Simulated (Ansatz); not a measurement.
Nb on the Si site in silicon (start: the Si site; 64-site cell, 2×2×2 shifted sampling). Level of theory: PBE, PAW (plane waves to 420 eV; Ansatz, a quantum-chemistry and plane-wave program). Total energies of the localised charge states, counted from that of charge 0, and their image corrections (point charge with alignment); the host's valence-band maximum lies at 6.005 eV on the cells' energy zero and its gap is 0.61 eV.

```csv
charge,moment (μB),E − E(first) (eV),correction (eV)
0,1.0,0.000,0.000
−1,2.0,6.353,-0.009
```

### Question
Derive the transition levels above the valence-band maximum and say which of them are thermodynamic.

### Answer
A level is the Fermi energy at which two charges have equal formation energy: ε(q/q′) = [E(q′) + corr(q′) − E(q) − corr(q)] / (q − q′) − E_VBM.
ε(0/−1) = [(6.353 + -0.009) − (0.000 + 0.000)] / 1 − 6.005 = 0.34 eV
Thermodynamic levels at least 0.1 eV inside the gap: (0/−1) at 0.34 eV. They hold to tenths of an eV in this cell. Only the charges listed were compared. At charge +2 the carrier sat in host band states, shallow at most. Charge +1 has its level within 0.1 eV of a band edge or past it.
